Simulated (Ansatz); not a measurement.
**MgTe: response to strain**

Take MgTe in the wurtzite structure (space group P6_3mc, No. 186; a = 4.5089 Å, c = 7.3377 Å) as the base. Axes: x lies along a and z along c of the hexagonal cell.

Strains are applied to the cell and any free atomic positions relax; under biaxial strain the out-of-plane vector relaxes too.

Method: LDA/PAW in Ansatz (a quantum-chemistry and plane-wave program), no spin-orbit coupling.

Notes on the quantities. band gap: an upper bound: an edge found on the path is not a true extremum; the base alone.

| case | out-of-plane strain | shortest interatomic distance | band gap |
|---|---|---|---|
| base | – | 2.757 Å | 2.43 eV |
| biaxial strain −3.00 %, plane normal [001], relaxed out of plane | +2.74 % | 2.723 Å | 2.36 eV |
| biaxial strain −2.40 %, plane normal [001], relaxed out of plane | +2.20 % | 2.729 Å | 2.39 eV |
| biaxial strain −1.80 %, plane normal [001], relaxed out of plane | +1.66 % | 2.736 Å | 2.41 eV |
| biaxial strain −1.20 %, plane normal [001], relaxed out of plane | +1.11 % | 2.743 Å | 2.42 eV |
| biaxial strain −0.60 %, plane normal [001], relaxed out of plane | ? | ? | 2.43 eV |

**Question.** Complete the table.

**Answer.** 
- biaxial strain −0.60 %, plane normal [001], relaxed out of plane, out-of-plane strain: +0.56 %
- biaxial strain −0.60 %, plane normal [001], relaxed out of plane, shortest interatomic distance: 2.749 Å

Spin-orbit coupling, missing from the scalar runs, can matter with Te. Whether these cells are dynamically stable was not tested.
